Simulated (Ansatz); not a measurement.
Abridged Ansatz (an electronic-structure program) output:

```
Pseudopotential: Ti, paw, valence charge 12
Pseudopotential: O, paw, valence charge 6
Crystal: 6 atoms, lattice volume = 69.996 Å³
Basis set: ecut = 420 eV, 1365 PW (Γ), exchange–correlation on 80×80×80 points (8 copies of the dense FFT grid, shifted against one another)
Bands: 30, of which v1, the nominal top of the filled ones, is band 24 counted from 1 (23 counted from 0)
Symmetry: 16 space group operations
k-points: 163 of 1728
Functional: x = pbe(κ = 0.804, μ = 0.2195149727645171), c = pbe(β = 0.06672455060314922)
SCF iter   1: F=—  HF=-7277.497977 eV  |F-HF|=—  |Δ(HF+E_count)|=         —  Δρ=3.24e-3  dr2=2.13e-3  ethr=1.77e-3  ⟨swp⟩=4.5  Hψ=19921  notcnv=0
SCF iter   2: F=—  HF=-7277.499353 eV  |F-HF|=—  |Δ(HF+E_count)|=   1.38e-3  Δρ=1.73e-3  dr2=6.32e-4  ethr=4.44e-6  ⟨swp⟩=2.1  Hψ=8156  notcnv=0
SCF 1 converged in 8 iterations: F = -7277.500008 eV  dr2 = 3.47e-10
SCF converged after 8 iterations
Free energy (F): -7277.500008 eV
Internal energy: -7277.500008 eV  (E = F + TS)
E sigma→0 (E₀):  -7277.500008 eV
Fermi energy:    8.092881 eV
--- Forces (eV/Å), atoms counted from 1 ---
  atom   1  Ti     0.00000000     0.00000000     0.00000000
  atom   2  Ti    -0.00000000     0.00000000     0.00000000
  atom   3  O     -0.00000000    -0.00000000    -0.00000822
  atom   4  O     -0.00000000    -0.00000000    -0.00000822
  atom   5  O     -0.00000000    -0.00000000     0.00000822
  atom   6  O     -0.00000000    -0.00000000     0.00000822
--- Stress (GPa, compression-positive) ---
       -0.000741      -0.000000       0.000000
       -0.000000      -0.000741       0.000000
        0.000000       0.000000       0.000368
  P = ⅓ Tr σ = -0.0004 GPa (-0.004 kbar)
```

### Question
What was computed, and what are the main results?

### Answer
TiO2, 6 atoms in the cell, with DFT with PBE, PAW potentials and a 420 eV plane-wave cutoff in Ansatz, without spin-orbit coupling. The last SCF converged to F = -7277.500008 eV, or -1212.9167 eV per atom, at a pressure of 0.00 GPa. The total energy compares only with runs of the same code, potentials and settings.

Stability against distortions was not tested. All final runs are without spin polarisation. The cell is TiO2 in the anatase structure (space group I4_1/amd, No. 141).
